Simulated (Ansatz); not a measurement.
Consider CdTe in the zinc blende structure (space group F-43m, No. 216).

```yaml
crystal:
  lattice:
    - [0.00000, 3.27903, 3.27903]
    - [3.27903, 0.00000, 3.27903]
    - [3.27903, 3.27903, 0.00000]
  atoms:
    - { symbol: Te, position: [0.75000, 0.75000, 0.75000] }
    - { symbol: Cd, position: [0.00000, 0.00000, 0.00000] }
```

Cartesian axes are those of the cell as printed.

Calculations: r2SCAN, PAW, 500 eV (Ansatz, a quantum-chemistry and plane-wave program; spin-orbit coupling left out), earlier PAW set.

One thing is altered: the cell is scaled by 0.9850 in all directions, atoms relaxed at fixed cell.

Question: Predict the stress tensor and what it implies for the stiffness.

Answer: Stress of the strained cell less that of the base (GPa, compression positive):
```
   2.03    0.00    0.00
   0.00    2.03    0.00
   0.00    0.00    2.03
```

Then B = −ΔP/(ΔV/V₀) with ΔV/V₀ = -0.0443 gives secant stiffness values (nonlinear terms included at this strain): B ≈ 46 GPa.

As a check, the harmonic strain energy −½ V₀ Δσ:ε is 10 meV/atom; the computed energy rise is 9.6 meV/atom.

Stability against distortions was not tested.
